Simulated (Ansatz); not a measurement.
Here is the system:

End structure of a constructed model of the (110) surface of bcc W, a cell of two sites (a+b, b-a) layer of Sb, one a cell, on the site that continues the host's stacking (bottom of the slab: a bare face, its two planes held):

```xyz
13
Lattice="1.8385 2.6000 0.0000 -3.6769 2.6000 0.0000 0.0000 0.0000 30.0000" Properties=species:S:1:pos:R:3 pbc="T T T"
W      0.9192     1.3000     8.0235
W     -1.8385     1.3000     8.0235
W      0.0000     0.0000    10.2751
W     -0.9192     2.6000    10.2751
W      0.9192     1.3000    12.5287
W     -1.8385     1.3000    12.5301
W      0.0000     0.0000    14.7742
W     -0.9192     2.6000    14.7823
W      0.9192     1.3000    17.0095
W     -1.8385     1.3000    17.0453
W      0.0000     0.0000    19.1998
W     -0.9192     2.6000    19.3005
Sb     0.9192     1.3000    21.4883
```

Model: 13-atom slab, 14.0 Å thick at the start with caps and adatoms (thin: gaps and levels are the slab's own), 12x8x1 mesh, Fermi-Dirac 0.1 eV, dipole correction, 4 atoms held, the rest relaxed; held to the start's symmetry, so lower structures may exist; no spin, no spin-orbit, no U. It is one candidate, not shown to be the stable structure of the face.

### Question
Estimate the work function of the top face that PBE in Ansatz (a quantum-chemistry and plane-wave program) returns for this input.

### Answer
4.65 eV
